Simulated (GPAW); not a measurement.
## A self-consistent single point of SrP2Os2 (I4/mmm, 5 atoms in the cell) with GPAW

Method of the run: PBEsol, GPAW PAW datasets PBEsol (made by gpaw-setup) (plane waves; GPAW 25.7.0).

The input file:

```python
from ase import Atoms
from ase.units import GPa
from gpaw import GPAW

atoms = Atoms(['Sr', 'P', 'P', 'Os', 'Os'],
              cell=[[-2.029430, 2.029430, 5.699280],
                    [2.029430, -2.029430, 5.699280],
                    [2.029430, 2.029430, -5.699280]],
              positions=[[0.000000, 0.000000, 0.000000],
                         [-0.000000, 0.000000, 3.987786],
                         [0.000000, -0.000000, 7.410774],
                         [-0.000000, 2.029430, 2.849640],
                         [2.029430, 0.000000, 2.849640]],
              pbc=True)

calc = GPAW(mode={'name': 'pw', 'ecut': 550},
            xc='PBEsol',
            kpts=(7, 7, 7),
            occupations={'name': 'fermi-dirac', 'width': 0.1},
            nbands=-13,
            convergence={'density': 1e-05, 'energy': 1e-05},
            symmetry={'symmorphic': False, 'tolerance': 0.0005},
            maxiter=100,
            txt='-')

atoms.calc = calc

energy = atoms.get_potential_energy()
print('Energy (eV):', round(energy, 6))
forces = atoms.get_forces()
print('Forces (eV/Ang):')
print(forces.round(5))
stress = atoms.get_stress()
print('Stress (GPa, Voigt):', (stress / GPa).round(4))
```

The program printed (abridged):

```
Input parameters:
  convergence: {density: 1e-05,
                energy: 1e-05}
  kpts: [7 7 7]
  maxiter: 100
  mode: {ecut: 550,
         name: pw}
  nbands: -13
  occupations: {name: fermi-dirac,
                width: 0.1}
  symmetry: {symmorphic: False,
             tolerance: 0.0005}
  xc: PBEsol

species:
  Sr:
    name: Strontium
    Z: 38.0
    valence: 10
    core: 28
    charge: 0.0
    file: Sr.PBEsol.gz

    # Using partial waves for Sr as LCAO basis

  P:
    name: Phosphorus
    Z: 15.0
    valence: 5
    core: 10
    charge: 0.0
    file: P.PBEsol.gz

    # Using partial waves for P as LCAO basis

  Os:
    name: Osmium
    Z: 76.0
    valence: 14
    core: 62
    charge: 0.0
    file: Os.PBEsol.gz

    # Using partial waves for Os as LCAO basis

Reference energy: -1042597.821679  # eV

Spin-paired calculation

Convergence criteria:
 Maximum [total energy] change in last 3 cyles: 1e-05 eV / valence electron
 Maximum integral of absolute [dens]ity change: 1e-05 electrons / valence electron
 Maximum integral of absolute [eigenst]ate change: 4e-08 eV^2 / valence electron
 Maximum number of scf [iter]ations: 100

Symmetries present (total): 16
Symmetries with fractional translations: 0
343 k-points: 7 x 7 x 7 Monkhorst-Pack grid
40 k-points in the irreducible part of the Brillouin zone
       k-points in crystal coordinates                weights
   0:     0.00000000    0.00000000    0.00000000          1/343
   1:     0.14285714   -0.14285714    0.00000000          4/343
   2:     0.14285714   -0.14285714    0.14285714          4/343
   [... 7 lines left out ...]
          ...
  39:     0.42857143    0.42857143    0.42857143          8/343

Wave functions: Plane wave expansion
  Cutoff energy: 550.000 eV
  Number of coefficients (min, max): 2726, 2766
  Pulay-stress correction: 0.000000 eV/Ang^3 (de/decut=0.000000)

Occupation numbers: Fermi-Dirac:
  width: 0.1000  # eV

Eigensolver

Densities:
  Coarse grid: 35*35*35 grid
  Fine grid: 70*70*70 grid
  Total Charge: 0.000000

Density mixing:
  Method: separate
  Backend: pulay
  Linear mixing parameter: 0.05
  old densities: 5
  Damping of long wavelength oscillations: 50

Hamiltonian:
  XC and Coulomb potentials evaluated on a 70*70*70 grid
  External potential:
    NoExternalPotential

XC parameters: PBEsol with 2 nearest neighbor stencil

Number of atoms: 5
Number of atomic orbitals: 37
Number of bands in calculation: 37
Number of valence electrons: 48
Bands to converge: occupied

Density initialized from atomic densities
  37 bands from LCAO basis set

Atomic positions and initial magnetic moments

Positions:
   0 Sr     0.000000    0.000000    0.000000    ( 0.0000,  0.0000,  0.0000)
   1 P     -0.000000    0.000000    3.987786    ( 0.0000,  0.0000,  0.0000)
   2 P      0.000000   -0.000000    7.410774    ( 0.0000,  0.0000,  0.0000)
   3 Os    -0.000000    2.029430    2.849640    ( 0.0000,  0.0000,  0.0000)
   4 Os     2.029430    0.000000    2.849640    ( 0.0000,  0.0000,  0.0000)

Unit cell:
           periodic     x           y           z      points  spacing
  1. axis:    yes   -2.029430    2.029430    5.699280    35     0.1092
  2. axis:    yes    2.029430   -2.029430    5.699280    35     0.1092
  3. axis:    yes    2.029430    2.029430   -5.699280    35     0.0820

  Lengths:   6.381141   6.381141   6.381141
  Angles:  142.911667 142.911667  53.457887

Effective grid spacing dv^(1/3) = 0.1299

     iter     time        total  log10-change:
                         energy   eigst   dens
iter:   1 --:--:--   -40.965648
iter:   2 --:--:--   -41.161600   -0.29  -1.32
iter:   3 --:--:--   -41.066706   -1.00  -1.34
iter:   4 --:--:--   -41.016485   -1.43  -1.41
iter:   5 --:--:--   -40.983574   -2.04  -1.70
iter:   6 --:--:--   -41.045462   -2.64  -2.08
iter:   7 --:--:--   -40.959034   -2.34  -2.02
iter:   8 --:--:--   -40.961458   -3.85  -2.61
iter:   9 --:--:--   -40.962133   -4.13  -2.65
iter:  10 --:--:--   -40.959247   -3.58  -2.73
iter:  11 --:--:--   -40.959554   -4.85  -3.19
iter:  12 --:--:--   -40.959253c  -4.63  -3.28
iter:  13 --:--:--   -40.959212c  -5.33  -3.86
iter:  14 --:--:--   -40.959232c  -6.26  -3.81
iter:  15 --:--:--   -40.959228c  -6.15  -3.67
iter:  16 --:--:--   -40.959229c  -7.22  -3.89
iter:  17 --:--:--   -40.959249c  -6.33  -3.91
iter:  18 --:--:--   -40.959236c  -6.43  -4.00
iter:  19 --:--:--   -40.959239c  -7.78c -4.41
iter:  20 --:--:--   -40.959243c  -7.81c -4.47
iter:  21 --:--:--   -40.959242c  -8.54c -4.68
iter:  22 --:--:--   -40.959245c  -7.75c -4.85
iter:  23 --:--:--   -40.959244c  -8.50c -4.84
iter:  24 --:--:--   -40.959243c  -9.10c -5.02c

Converged after 24 iterations.

Dipole moment: (0.000000, -0.000000, 0.000000) |e|*Ang

Energy contributions relative to reference atoms: (reference = -1042597.821679)

Kinetic:        +27.214478
Potential:      -22.198833
External:        +0.000000
XC:             -45.091616
Entropy (-ST):   -0.058732
Local:           -0.853906
SIC:             +0.000000
--------------------------
Free energy:    -40.988609
Extrapolated:   -40.959243

Showing only first 2 kpts
 Kpt  Band  Eigenvalues  Occupancy
  0    22      9.57175    1.08934
  0    23      9.57176    1.08931
  0    24     10.53692    0.00015
  0    25     11.48187    0.00000

  1    22      8.93283    1.99720
  1    23      9.00471    1.99425
  1    24     10.40453    0.00058
  1    25     11.61916    0.00000

Fermi level: 9.58967

No gap
No difference between direct/indirect transitions
Energy (eV): -40.959243

Forces in eV/Ang:
  0 Sr   -0.00000   -0.00000   -0.00000
  1 P     0.00000    0.00000    0.22417
  2 P     0.00000    0.00000   -0.22417
  3 Os    0.00000    0.00000    0.00000
  4 Os   -0.00000    0.00000    0.00000

Stress tensor:
     0.015958     0.000000     0.000000
     0.000000     0.015958     0.000000
     0.000000     0.000000     0.012737
Stress (GPa, Voigt): [2.5567 2.5567 2.0406 0.     0.     0.    ]
```

The run converged in 24 iterations. GPAW prints stress with tension positive.

The starting cell comes from a database of computed structures (which also holds hypothetical and non-ambient phases and stackings), without a prior relaxation at this level. Spin-orbit coupling is off. Spin polarisation is off.

Cost on one core of a shared machine: roughly 3 min.
